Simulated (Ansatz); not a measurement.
Start from ZnS in the zinc blende structure (space group F-43m, No. 216).

ZnS is taken in the cubic space group F-43m (No. 216), the zinc blende structure, Pearson symbol cF8. Cell: a = b = c = 5.3567 Å, α = β = γ = 90.00°. S on 4c has 4 Zn at 2.320 Å (tetrahedral). Zn on 4a is surrounded by 4 S at 2.320 Å (tetrahedral). (Neighbours: up to the widest gap in distance over summed covalent radii, below 1.35, at either atom; cation-cation and far metal-metal contacts left out.)
(The calculation used a cell of 2 atoms; values per cell refer to that cell.)

Levels (all Ansatz, an electronic-structure program, PAW): PBEsol (420 eV, no SOC); r2SCAN (500 eV, scalar-relativistic without spin-orbit coupling).

The geometry is relaxed with PBEsol.

| Property | Result |
|---|---|
| PBEsol electron mass | 0.17 mₑ (at Γ) |
| PBEsol gap character | direct at Γ |
| PBEsol lowest conduction level above the VBM at special points | Γ 2.09 eV; X 3.17 eV; L 3.24 eV; K 3.95 eV |
| PBEsol width of the top valence band | 2.86 eV |

How does going to r2SCAN change the electron mass, gap character, lowest conduction level above the VBM at special points and width of the top valence band?

The electron mass goes from 0.17 mₑ (at Γ) to 0.20 mₑ (at Γ); the gap character stays direct at Γ; the lowest conduction level above the VBM at special points changes from Γ 2.09 eV; X 3.17 eV; L 3.24 eV; K 3.95 eV to Γ 2.79 eV; X 3.66 eV; L 3.86 eV; K 4.47 eV; the width of the top valence band grows by 0.03 eV (2.86 eV → 2.89 eV).

Single points use the geometry relaxed with PBEsol. Effective masses come from finite differences of ±0.01 Å⁻¹. Whether these cells are dynamically stable was not tested.
